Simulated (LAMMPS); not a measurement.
MD from the crystal across the composition of CdTe (zinc blende) with a share x of Te sites Se; each row has its own temperature.

Model: classical MD, pair style sw, file CdTeZnSeHgS0.sw, run in LAMMPS.

| x | volume | state | enthalpy | T (K) |
|---|---|---|---|---|
| 0.25 | 32.9421 ± 0.0009 Å³/atom | crystal; no diffusion seen in 30 ps | -1.9948 ± 0.0002 eV/atom | 970 |
| 0.5 | 31.349 ± 0.001 Å³/atom | crystal; no diffusion seen in 30 ps | -2.0696 ± 0.0002 eV/atom | 1000 |
| 0.75 | 29.7988 ± 0.0010 Å³/atom | crystal; no diffusion seen in 30 ps | -2.1536 ± 0.0002 eV/atom | 1020 |

Caution: the random arrangement on this lattice is imposed, and need not be a phase that exists in equilibrium.

Caution: a run this short can hold a crystal over, or a liquid under, the potential's own melting point, which these runs don't give.

States go by the mean squared displacement: a species diffuses where it passes 1.5 Å², still rises and gives D over 1e-6 cm²/s; a crystal has left its structure where atoms lie 0.35 Å off their sites on average or a cubic box changes its shape by 3 %, or the axial ratios of another lie 8 % off the starting cell's, which the potential's own relaxation can also do.

The ± values are statistical; the model's systematic error is not in them.
